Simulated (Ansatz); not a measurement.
Functionals compared on the (30-31) surface of hcp Ru in its 1x1 cell, outermost plane spacing 0.39 Å in the ideal cut, in Ansatz (plane waves, PAW). The structure was relaxed with PBE; the other rows are single points on it, each with its references at the same level. Cutoff 420 eV (500 eV for r2SCAN).

Model: 28-atom slab, 10.4 Å thick at the start (thin: gaps and levels are the slab's own), 14x3x1 mesh, Fermi-Dirac 0.1 eV, dipole correction, all atoms relaxed; held to the part of the start's symmetry that mesh and held atoms allow; no spin, no spin-orbit, no U. These notes are the PBE run's.

```json
[
 {"functional": "PBE", "surface energy (J/m²)": "3.03", "work function of the top face (eV)": "4.81", "rough cost of the single point": "–"},
 {"functional": "LDA", "surface energy (J/m²)": "3.63", "work function of the top face (eV)": "5.17", "rough cost of the single point": "very roughly 18 core-minutes"},
 {"functional": "PBEsol", "surface energy (J/m²)": "3.46", "work function of the top face (eV)": "4.93", "rough cost of the single point": "roughly 18 core-minutes"},
 {"functional": "RPBE", "surface energy (J/m²)": "[?]", "work function of the top face (eV)": "[?]", "rough cost of the single point": "around 17 core-minutes (rough)"},
 {"functional": "r2SCAN", "surface energy (J/m²)": "3.26", "work function of the top face (eV)": "4.81", "rough cost of the single point": "around 27 core-minutes (rough)"}
]
```

Q: Fill in the missing entries.

A: 
- RPBE, surface energy (J/m²): 2.79
- RPBE, work function of the top face (eV): 4.64

Ansatz is a first-principles code.
